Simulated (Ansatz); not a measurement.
For Mg (Im-3m, No. 229, 1 atoms in the cell; start mp-110; another form than the element's usual one), LDA (PAW; Ansatz, a quantum-chemistry and plane-wave program) gives:

```
Property                               Value
------------------------------  ------------
equilibrium lattice constant a       3.508 Å
bulk modulus                        38.6 GPa
cohesive energy                 1.74 eV/atom
```

Q: What does r²SCAN (plane waves, PAW; Ansatz) give for the same quantities?

A: 
- lattice constant a: 3.560 Å (grows by 1.5 %)
- bulk modulus: 38.8 GPa (hardly moves)
- cohesive energy: 1.68 eV/atom (shrinks by 0.06 eV/atom)

Changes are worked out from the printed values.

Unless a cell is named, each level is at its own relaxed cell (LDA 21.59, r²SCAN 22.55 Å³/atom).

Caveats: the bulk modulus is −V dP/dV from two relaxed cells at ±2 % in volume (LDA, r²SCAN); the relaxation could not lower the start's symmetry, so the cell can be a saddle point above a distorted one (LDA, r²SCAN). Ansatz's density-functional and Hartree–Fock values are scalar-relativistic unless marked +SOC, with PAW data made under PBE.

A start named mp-… is a Materials Project structure, which need not be a measured phase.
